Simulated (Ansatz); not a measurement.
BN, pressure series

Take BN in the zinc blende structure (space group F-43m, No. 216; a = 3.6247 Å) as the base.

Cell and atoms are relaxed at each pressure.

Computed with Ansatz (an electronic-structure program), PBE, PAW, cutoff 420 eV, without spin-orbit coupling.

```tsv
change	width of the top valence band	electron mass	density
base	6.45 eV	0.91 mₑ along k, 0.30 mₑ across (at X)	3.46 g/cm³
pressure −2 GPa	6.41 eV	0.92 mₑ along k, 0.30 mₑ across (at X)	3.44 g/cm³
pressure −1 GPa	6.43 eV	0.92 mₑ along k, 0.30 mₑ across (at X)	3.45 g/cm³
pressure 0.3 GPa	6.45 eV	0.91 mₑ along k, 0.30 mₑ across (at X)	3.46 g/cm³
pressure 0.7 GPa	6.46 eV	0.91 mₑ along k, 0.30 mₑ across (at X)	3.47 g/cm³
pressure 1.5 GPa	6.47 eV	0.91 mₑ along k, 0.30 mₑ across (at X)	3.48 g/cm³
pressure 3 GPa	[?]	0.91 mₑ along k, 0.30 mₑ across (at X)	[?]
pressure 5 GPa	6.54 eV	0.91 mₑ along k, 0.30 mₑ across (at X)	3.51 g/cm³
pressure 7.5 GPa	6.58 eV	0.91 mₑ along k, 0.30 mₑ across (at X)	3.53 g/cm³
pressure 10 GPa	6.63 eV	0.90 mₑ along k, 0.30 mₑ across (at X)	3.55 g/cm³
```

What belongs in the blanks?


- pressure 3 GPa, width of the top valence band: 6.50 eV
- pressure 3 GPa, density: 3.49 g/cm³

The levels and masses belong to the bands next to the band gap. Load acts through the strain it causes; cell and atoms are relaxed under it. Masses are band curvatures over ±0.01 Å⁻¹ around the edge. Along k means along the line from Γ to the band edge. Whether these cells are dynamically stable was not tested. No other phases were tried under pressure.
